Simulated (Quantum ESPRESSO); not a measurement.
Convergence study of the plane-wave cutoff for SrAl₂ (Imm2, 6 atoms in the cell)

```
CELL_PARAMETERS angstrom
     -2.39199     3.94112     3.93289
      2.39199    -3.94112     3.93289
      2.39199     3.94112    -3.93289
ATOMIC_POSITIONS crystal
  Sr 0.30669 0.55669 0.75000
  Sr 0.69967 0.44967 0.25000
  Al 0.27083 0.83937 0.43146
  Al 0.72917 0.16063 0.56854
  Al 0.90791 0.83937 0.06854
  Al 0.09209 0.16063 0.93146
```

Method: PBEsol, GBRV 1.5 ultrasoft (PBESOL) pseudopotentials (plane waves; Quantum ESPRESSO).

Base settings: ecutwfc = 40 Ry; ecutrho = 200 Ry; occupations = smearing; smearing = gauss; degauss = 0.0073499 Ry; potentials = {Sr: sr_pbesol_v1.uspp.F.UPF, Al: al_pbesol_v1.uspp.F.UPF}; K_POINTS = automatic 3 3 3 0 0 0; conv_thr = 1e-09 Ry; mixing_beta = 0.5.

Moved along: ecutrho.

The mesh stays at the base's, so the ladder's end is converged at best in this setting alone.

Only quantities that move along the ladder and can be compared are tabulated.

The count of work is k-points × plane waves × bands × iterations; it is no time. Core times come from one kind of shared machine, to one figure; runs under 30 s give none.

The starting cell comes from a database of computed structures (which also holds hypothetical and non-ambient phases and stackings), without a prior relaxation at this level. Its lattice was rescaled by up to half a per cent. One atom was moved a little off its site on purpose. Without a gap this mesh is coarse (it stands for a supercell whose shortest vector is 14 Å).

```csv
ecutwfc,free energy less the last step's (meV/atom),pressure (GPa),largest difference of a force vector from the last step's (eV/Å),count of work / last,core time / last (rough)
14 Ry,351.03,-10.78,0.035,0.056,–
16 Ry,138.93,-5.65,0.011,0.068,–
18 Ry,51.14,-3.04,0.004,0.081,–
22 Ry,6.29,-1.29,0.001,0.11,–
28 Ry,2.49,-1.02,0.000,0.16,–
36 Ry,1.15,-1.04,0.000,0.23,–
40 Ry,0.60,-1.03,0.000,0.27,0.2
48 Ry,0.23,-1.02,0.000,0.35,0.3
60 Ry,0.13,-1.02,0.000,0.49,0.3
96 Ry,0.00,-1.02,0.000,1.0,1
```

Coarsest ecutwfc that holds the free energy within 2 meV/atom of the last step, with all finer ones: 36 Ry, at 0.23 of the last step's count of work; the step before is off by 2.5 meV/atom.

Coarsest ecutwfc that holds the pressure within 0.2 GPa of the last step, with all finer ones: 28 Ry, at 0.16 of the last step's count of work; the step before is off by 0.27 GPa.

Coarsest ecutwfc that holds the forces within 0.005 eV/Å of the last step, with all finer ones: 18 Ry, at 0.081 of the last step's count of work; the step before is off by 0.011 eV/Å.

At the lowest cutoff the pressure lies 9.8 GPa under the last step's, the usual sign of Pulay stress in an incomplete plane-wave basis.
